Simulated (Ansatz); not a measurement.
## Defect calculation: B vacancy + Si on the B site (V_B+Si_B) in zinc-blende BN

Computed with PBE, PAW (plane waves to 420 eV; Ansatz, a first-principles code). Cell: 64 sites, 2×2×2; final energies on a 2×2×2 shifted mesh. Sites at the start: the B site; B 2.56 Å away. Charged cells carry a point-charge image correction with potential alignment at far atoms. Dielectric constants: PBE linear response of the host. Host gap at this level: 4.46 eV. A cell of this size leaves errors of a few tenths of an eV. The semilocal functional narrows the gap, so deep levels can fall outside it. Spin–orbit coupling is left out. Each state is the lowest found from its start.

Formation energies E_f are given with the Fermi level at the valence-band maximum. Chemical conditions: N-rich (Δμ(B) = -2.35 eV, Δμ(Si) = -2.47 eV, bounded by beta Si3N4; only phases computed here count, gases as isolated molecules at 0 K). Reference phases: B: alpha boron, Si: silicon.

```json
[
 {"charge": "0", "moment (μB)": "2.0", "largest move off a lattice site (Å)": "0.18", "image correction with alignment (eV)": "0.00", "E_f, N-rich (eV)": "6.50", "above the lowest spin state (eV)": "0.00"},
 {"charge": "0†", "moment (μB)": "not spin-polarised", "largest move off a lattice site (Å)": "0.18", "image correction with alignment (eV)": "0.00", "E_f, N-rich (eV)": "6.77", "above the lowest spin state (eV)": "0.27"},
 {"charge": "−1†", "moment (μB)": "1.0", "largest move off a lattice site (Å)": "0.18", "image correction with alignment (eV)": "0.39", "E_f, N-rich (eV)": "–", "above the lowest spin state (eV)": "0.00"},
 {"charge": "−1†", "moment (μB)": "1.0", "largest move off a lattice site (Å)": "0.18", "image correction with alignment (eV)": "0.39", "E_f, N-rich (eV)": "–", "above the lowest spin state (eV)": "0.00"},
 {"charge": "−2", "moment (μB)": "not spin-polarised", "largest move off a lattice site (Å)": "0.19", "image correction with alignment (eV)": "1.34", "E_f, N-rich (eV)": "10.18", "above the lowest spin state (eV)": "0.00"},
 {"charge": "−2", "moment (μB)": "0.0", "largest move off a lattice site (Å)": "0.19", "image correction with alignment (eV)": "1.34", "E_f, N-rich (eV)": "10.18", "above the lowest spin state (eV)": "0.00"}
]
```

† Not settled in this cell, so no level is given: charge −1: a level filled in part.

Starting moments that weren't kept: charge −1 began with 3 μB and ended with 1.0; charge −2 began with 2 μB and ended with 0.0.

Flagged in the runs: a doubtful potential alignment, a strain field that reaches the edge of the cell.

All states together cost roughly 50 core-minutes.
